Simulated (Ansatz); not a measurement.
An Ansatz (an electronic-structure program) input for Si (diamond start, 16-atom cell) (held in this type by symmetry, stable or not):

Ansatz 0.2 input:
```yaml
crystal:
  lattice:
    - [0.0, 5.4437, 5.4437]
    - [5.4437, 0.0, 5.4437]
    - [5.4437, 5.4437, 0.0]
  atoms:
    - { symbol: Si, position: [0.375, 0.375, 0.375] }
    - { symbol: Si, position: [0.375, 0.375, 0.875] }
    - { symbol: Si, position: [0.375, 0.875, 0.375] }
    - { symbol: Si, position: [0.375, 0.875, 0.875] }
    - { symbol: Si, position: [0.875, 0.375, 0.375] }
    - { symbol: Si, position: [0.875, 0.375, 0.875] }
    - { symbol: Si, position: [0.875, 0.875, 0.375] }
    - { symbol: Si, position: [0.875, 0.875, 0.875] }
    - { symbol: Si, position: [0.25, 0.25, 0.25] }
    - { symbol: Si, position: [0.25, 0.25, 0.75] }
    - { symbol: Si, position: [0.25, 0.75, 0.25] }
    - { symbol: Si, position: [0.25, 0.75, 0.75] }
    - { symbol: Si, position: [0.75, 0.25, 0.25] }
    - { symbol: Si, position: [0.75, 0.25, 0.75] }
    - { symbol: Si, position: [0.75, 0.75, 0.25] }
    - { symbol: Si, position: [0.75, 0.75, 0.75] }
basis:
  ecutwfc: 420
  ecutrho_ratio: 4
  xc_grid: 2
kpoints:
  mp_grid: { grid: [4, 4, 4] }
  band_path: { path: [VBM, CBM], npoints: 4 }
hamiltonian:
  xc: pbe
  dispersion: none
  pseudopotentials: { kind: paw }
scf:
  n_extra_bands: 10
  occupations: { method: fermi_dirac, width: 0.01 }
output:
  forces: true
  stress: true
  eigenstates:
    kpoints:
      - [0.0, 0.0, 0.0]
    e_range: [-4.0, 6.0]
    localisation: true
relax:
  f_tol: 0.03
  max_steps: 90
  cell: { stress_tol: 0.15 }
```

Method: PBE (plane waves to 420 eV, PAW; Ansatz). Scalar-relativistic, without spin–orbit coupling. Its k-point mesh 4×4×4, Fermi–Dirac width 0.01 eV.

Task: Write the closing report of this run, without the band table and long remarks, to eight decimals at most.

Result: 
```
SCF converged after 3 iterations
Free energy (F): -10172.931973 eV
Harris-Foulkes:  -10172.931973 eV  (|F-HF|=9.97e-10)
Internal energy: -10172.931973 eV  (E = F + TS)
E sigma→0 (E₀):  -10172.931973 eV
Fermi energy:    6.325870 eV
--- Per-component energies (eV) ---
  E_band       = 64.243404
  E_kinetic    = 641.248920
  E_local      = -449.297104  (includes V_loc(G=0)·N_el)
  E_nonlocal   = 413.948079
  E_hartree    = 121.499832
  E_xc         = -880.979916
  E_vxc        = -745.236528  (∫ρ·V_xc dr)
  E_paw        = -8204.271540  (= ΣΔE_a)
  E_vpaw       = -39.419906  (= ΣTr[D̂ρ^β])
  E_aug_tail   = 0.000102  (compensation charges beyond the density's cutoff)
  E_ewald      = -1815.080346
  E_smearing   = 0.000000  (= −TS)
  E_closure    = 0.000000  (closes the sum)
  Σ components = -10172.931973   (vs F -10172.931973, Δ=0.00e0)
--- Forces (eV/Å), atoms counted from 1 ---
  atom   1  Si     0.00000000     0.00000000     0.00000000
  atom   2  Si     0.00000000     0.00000000     0.00000000
  atom   3  Si     0.00000000     0.00000000     0.00000000
  atom   4  Si     0.00000000     0.00000000     0.00000000
  atom   5  Si     0.00000000     0.00000000     0.00000000
  atom   6  Si     0.00000000     0.00000000     0.00000000
  atom   7  Si     0.00000000     0.00000000     0.00000000
  atom   8  Si     0.00000000     0.00000000     0.00000000
  atom   9  Si    0.00000000    0.00000000    0.00000000
  atom  10  Si    0.00000000    0.00000000    0.00000000
  atom  11  Si    0.00000000    0.00000000    0.00000000
  atom  12  Si    0.00000000    0.00000000    0.00000000
  atom  13  Si    0.00000000    0.00000000    0.00000000
  atom  14  Si    0.00000000    0.00000000    0.00000000
  atom  15  Si    0.00000000    0.00000000    0.00000000
  atom  16  Si    0.00000000    0.00000000    0.00000000
  max |Σ_I F_I| component: 3.83e-16 eV/Å
--- Stress (GPa, compression-positive) ---
        0.010398       0.000000       0.000000
        0.000000       0.010398       0.000000
       0.000000       0.000000       0.010398
  P = ⅓ Tr σ = 0.0104 GPa (0.104 kbar)
--- Relaxed structure (3 steps of the walk, 3 accepted, 1 SCFs on fresh bases) ---
  F+E_penalty+E_count = -10172.93197273 eV   max|allowed force component| = 1.619e-16 eV/Å   (the final SCF, on the basis selected at the relaxed cell)
  cell:  # Å, volume = 327.3556 Å³
    - [0.0, 5.47011692, 5.47011692]
    - [5.47011692, 0.0, 5.47011692]
    - [5.47011692, 5.47011692, 0.0]
  atoms:
    - { symbol: Si, position: [0.375, 0.375, 0.375] }
    - { symbol: Si, position: [0.375, 0.375, 0.875] }
    - { symbol: Si, position: [0.375, 0.875, 0.375] }
    - { symbol: Si, position: [0.375, 0.875, 0.875] }
    - { symbol: Si, position: [0.875, 0.375, 0.375] }
    - { symbol: Si, position: [0.875, 0.375, 0.875] }
    - { symbol: Si, position: [0.875, 0.875, 0.375] }
    - { symbol: Si, position: [0.875, 0.875, 0.875] }
    - { symbol: Si, position: [0.25, 0.25, 0.25] }
    - { symbol: Si, position: [0.25, 0.25, 0.75] }
    - { symbol: Si, position: [0.25, 0.75, 0.25] }
    - { symbol: Si, position: [0.25, 0.75, 0.75] }
    - { symbol: Si, position: [0.75, 0.25, 0.25] }
    - { symbol: Si, position: [0.75, 0.25, 0.75] }
    - { symbol: Si, position: [0.75, 0.75, 0.25] }
    - { symbol: Si, position: [0.75, 0.75, 0.75] }
```

Cost: about 70 core-seconds (a rough figure).
